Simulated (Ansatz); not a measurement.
Defect: O vacancy in corundum, neutral cell. All values below come from PBE, PAW (plane waves to 420 eV; Ansatz, a program for electronic structure).

270-site cell at the relaxed PBE lattice, the Γ point alone, smearing 0.01 eV, spin-restricted, no finite-size correction. Energies are static. The charge state is imposed; whether it is stable for some Fermi level was not computed. Forms of the defect that were not tried may lie lower.

The step: a nearby O atom hops onto the vacant site; the atom moves 2.51 Å along (-0.60, -0.30, 0.00) of the unit cell; the moving atom starts with neighbours Al at 1.88, Al at 1.90, 2 Al at 1.98 Å and ends with Al at 1.88, Al at 1.90, 2 Al at 1.98 Å. On the band's own sampling the forward barrier is 3.55 eV. Harmonic modes of the moving O atom alone, all others held, come from finite differences of 0.015 Å. The saddle point's order was not checked, and it lies on a symmetry element of the cell, where a band can be held.

Q: Which three frequencies does the atom have at the start and at the saddle point?

A: start 12.9, 15.3, 18.1 THz; saddle point 11.2i, 18.5 and 21.5 THz.

Q: What attempt frequency and zero-point change of the barrier follow from these modes alone, and what classical rate at 700 K?

A: ν = (12.9 × 15.3 × 18.1) / (18.5 × 21.5) ≈ 9.0 THz. The zero-point energy changes the barrier by h/2 × (40.0 − 46.3) THz = -0.013 eV. The classical rate is ν exp(−3.55/0.0603) ≈ 2e-13 s⁻¹. One atom's modes give a rough prefactor, not that of the whole cell.
